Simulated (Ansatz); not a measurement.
Checking a run of Ansatz (a first-principles code) on Sc3InB (Pm-3m, 5 atoms in the cell). The aim is a self-consistent single point with DFT, r2SCAN, plane waves, default PAW files made with PBE.

Cell that was meant: a = 4.6517 Å, b = 4.6517 Å, c = 4.6517 Å, α = 90.00°, β = 90.00°, γ = 90.00°.

Part of the input:

Ansatz 0.2 input:
```yaml
    - [0.000000, 4.651656, 0.000000]
    - [0.000000, 0.000000, 4.651656]
  atoms:
    - { symbol: B, position: [2.325828, 2.325828, 2.325828] }
    - { symbol: In, position: [0.000000, 0.000000, 0.000000] }
    - { symbol: Sc, position: [0.000000, 2.325828, 2.325828] }
    - { symbol: Sc, position: [2.325828, 0.000000, 2.325828] }
    - { symbol: Sc, position: [2.325828, 2.325828, 0.000000] }
kpoints:
  mp_grid: { grid: [4, 4, 4] }
hamiltonian:
```

Output (repeated stretches shortened):

```
WARN basis.ecutwfc = 500 eV, the default
WARN ansatz: RAYON_NUM_THREADS=1 ignored (pool sized by the plan → 1); use --threads N
   [... lines left out ...]
PAW frozen core: Sc, regenerated for the run's functional
Initial density: superposition of atomic densities (neutral atoms: chi_scale 0, normalization atom), corrected by the library's trained network
Initial wavefunctions: pseudopotential atomic-orbital guess
Eigensolver: davidson
Functional: x = r2scan, c = r2scan; τ floored in thin density (d = 2e-4 eV/Å³)
SCF iter   1: F=—  HF=-12163.062935 eV  |F-HF|=—  |Δ(HF+E_count)|=         —  Δρ=3.49e-2  dr2=1.93e0  dr2_τ=8.25e-1  ethr=1.77e-3  ⟨swp⟩=7.5  Hψ=1900  notcnv=0
all-band conjugate gradients solve this SCF's bands
preconditioner: auto → LDOS
SCF iter   2: F=—  HF=-12163.272607 eV  |F-HF|=—  |Δ(HF+E_count)|=   2.10e-1  S|Δr|=    0.00e0  Δρ=1.77e-2  dr2=2.47e-1  dr2_τ=5.26e-2  ethr=1.77e-3  ⟨swp⟩=3.0  Hψ=934  notcnv=0  defer=12
   [... lines left out ...]
SCF iter   8: F=—  HF=-12163.255260 eV  |F-HF|=—  |Δ(HF+E_count)|=   6.25e-6  S|Δr|=    0.00e0  Δρ=3.72e-5  dr2=9.67e-7  dr2_τ=1.09e-7  ethr=1.81e-8  ⟨swp⟩=3.0  Hψ=845  notcnv=0  defer=11
SCF iter   9: F=—  HF=-12163.255260 eV  |F-HF|=—  |Δ(HF+E_count)|=   1.19e-7  S|Δr|=    0.00e0  Δρ=1.03e-5  dr2=1.04e-7  dr2_τ=3.27e-9  ethr=1.97e-9  ⟨swp⟩=2.4  Hψ=653  notcnv=0  defer=11
SCF iter  10: F=-12163.255260 eV  HF=-12163.255260 eV  |F-HF|=3.18e-9  |Δ(HF+E_count)|=   3.48e-8  S|Δr|=    0.00e0  Δρ=2.62e-6  dr2=3.45e-9  dr2_τ=4.69e-10  ethr=2.04e-10  ⟨swp⟩=11.5  Hψ=1811  notcnv=0
SCF 1 converged in 10 iterations: F = -12163.255260 eV  dr2 = 3.45e-9
Stability not checked (fill_not_monotonic)
Free energy (F): -12163.255260 eV
Internal energy: -12163.227056 eV  (E = F + TS)
E sigma→0 (E₀):  -12163.245859 eV
Entropy (-TS):   -0.028204 eV (-5.641 meV/atom)
Fermi energy:    9.067540 eV
--- Forces (eV/Å), atoms counted from 1 ---
  atom   1  B     17.59463201    17.59463201    17.59463201
  atom   2  In   -14.32816879   -14.32816879   -14.32816879
  atom   3  Sc   -22.29424242     9.51386232     9.51386232
  atom   4  Sc     9.51386232   -22.29424242     9.51386232
  atom   5  Sc     9.51386232     9.51386232   -22.29424242
--- Stress (GPa, compression-positive) ---
       80.702574      12.019932      12.019932
       12.019932      80.702574      12.019932
       12.019932      12.019932      80.702574
  P = ⅓ Tr σ = 80.7026 GPa (807.026 kbar)
  The stress holds the Pulay correction. Without it, at fixed plane waves, as pw.x and ABINIT print it: P = 80.6334 GPa
```

Problem. Is anything amiss in this input, and did it matter?

Solution. The run is not sound. The fault is fractional and Cartesian coordinates mixed up. Numbers meant as fractions of the cell vectors were read as lengths, or the reverse, so the atoms sit in the wrong places. To fix it, make label and numbers agree, by changing either. The run converged in 10 iterations without an error; against the sound input the free energy rises by 5.86 eV/atom, the pressure goes from 1.81 to 80.70 GPa and the largest force goes from 0.000 to 30.47 eV/Å.

The sound input it was made from differs as follows (other fixes are possible):
```diff
-    - { symbol: B, position: [2.325828, 2.325828, 2.325828] }
+    - { symbol: B, position: [0.500000, 0.500000, 0.500000] }
-    - { symbol: Sc, position: [0.000000, 2.325828, 2.325828] }
-    - { symbol: Sc, position: [2.325828, 0.000000, 2.325828] }
-    - { symbol: Sc, position: [2.325828, 2.325828, 0.000000] }
+    - { symbol: Sc, position: [0.000000, 0.500000, 0.500000] }
+    - { symbol: Sc, position: [0.500000, 0.000000, 0.500000] }
+    - { symbol: Sc, position: [0.500000, 0.500000, 0.000000] }
```

With that input, the run converged in 8 iterations: free energy E − TS (on the zero of these files) -12192.5790 eV; Fermi level (on the code's own zero) 9.62 eV; pressure 1.81 GPa (DFT, r2SCAN, plane waves, default PAW files made with PBE).

On the sound input: the starting cell comes from a database of published, mostly measured structures (it also holds non-ambient and calculated ones), without a prior relaxation at this level. Its lattice was rescaled by a random factor within 2.5 % of one. Ansatz's pressure includes its estimate of the finite-basis (Pulay) stress. Without a gap this mesh is coarse (it stands for a supercell whose shortest vector is 19 Å).
